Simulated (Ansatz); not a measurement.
The structure below was relaxed with Ansatz (a quantum-chemistry and plane-wave program) r2SCAN, spin-orbit coupling left out, at pressure 22.5 GPa.

```
CELL_PARAMETERS angstrom
      0.00000     2.82933     2.82933
      2.82933     0.00000     2.82933
      2.82933     2.82933     0.00000
ATOMIC_POSITIONS crystal
  In 0.00000 0.00000 0.00000
  As 0.25000 0.25000 0.25000
```

Problem. Find the space group and the Wyckoff positions.

Solution. Space group F-43m (No. 216); a = b = c = 5.659 Å, α = β = γ = 90.00°

```
atom  site  symmetry       x       y       z
----  ----  --------  ------  ------  ------
In      4a      -43m  0.0000  0.0000  0.0000
As      4d      -43m  0.7500  0.7500  0.7500
```

Problem. Describe the coordination.

Solution. The crystal has 8 atoms in its conventional cell. Conventional cell: a = b = c = 5.6587 Å, α = β = γ = 90.00°. In is surrounded by 4 As at 2.450 Å (tetrahedral). As has 4 In at 2.450 Å (tetrahedral). (Neighbours: up to the widest gap in distance over summed covalent radii, below 1.35, at either atom; cation-cation and far metal-metal contacts left out.)

Load acts through the strain it causes; cell and atoms are relaxed under it. No phonon test of stability was made. Measured, InAs leaves this structure (for rock salt) near 7 GPa (temperature not stated; as listed in Datta, Sujoy, Jana, Debnarayan, arXiv (2020)). The cell was made from InAs in the zinc blende structure (space group F-43m, No. 216) by this change: pressure 22.5 GPa.
